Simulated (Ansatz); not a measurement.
## SrO, point defects

Take a 16-atom supercell of SrO in the rock salt structure (space group Fm-3m, No. 225; a = 5.1599 Å) at its relaxed geometry as the base.

One neutral defect a cell, atoms relaxed at fixed cell.

The values are results of r2SCAN (Ansatz, a quantum-chemistry and plane-wave program, PAW, no spin-orbit coupling), not measurements.

```json
[
 {"change": "perfect supercell", "largest displacement of a host atom from its site in the perfect cell": "–", "pressure": "0.0 GPa"},
 {"change": "Ba on a Sr site", "largest displacement of a host atom from its site in the perfect cell": "0.06 Å", "pressure": "2.9 GPa"},
 {"change": "Be on a Sr site", "largest displacement of a host atom from its site in the perfect cell": "0.57 Å", "pressure": "-2.4 GPa"},
 {"change": "O on a Sr site (antisite)", "largest displacement of a host atom from its site in the perfect cell": "…", "pressure": "0.0 GPa"},
 {"change": "Te on a O site", "largest displacement of a host atom from its site in the perfect cell": "…", "pressure": "…"},
 {"change": "Sr interstitial (started 2.02 Å from the nearest host atom), symmetric start", "largest displacement of a host atom from its site in the perfect cell": "0.37 Å", "pressure": "11.6 GPa"}
]
```

Question: Some entries are withheld; estimate them.

Answer: 
- O on a Sr site (antisite), largest displacement of a host atom from its site in the perfect cell: 0.18 Å
- Te on a O site, largest displacement of a host atom from its site in the perfect cell: 0.21 Å
- Te on a O site, pressure: 14.0 GPa

The magnetic state is the one reached from the starting moments; the real material's order can differ, and small cells can't hold many antiferromagnetic ones. The cell is small, so the values are those of an ordered compound at a high defect concentration; dilute-limit values will differ. A case with no gap was solved on a k-mesh chosen for an insulator, which is coarse for it. Defects with a symmetric start kept the site's symmetry and may sit on a saddle; the others started slightly shaken. Seeded moments were not kept for Ba on a Sr site, Be on a Sr site, Te on a O site and Sr interstitial (started 2.02 Å from the nearest host atom).
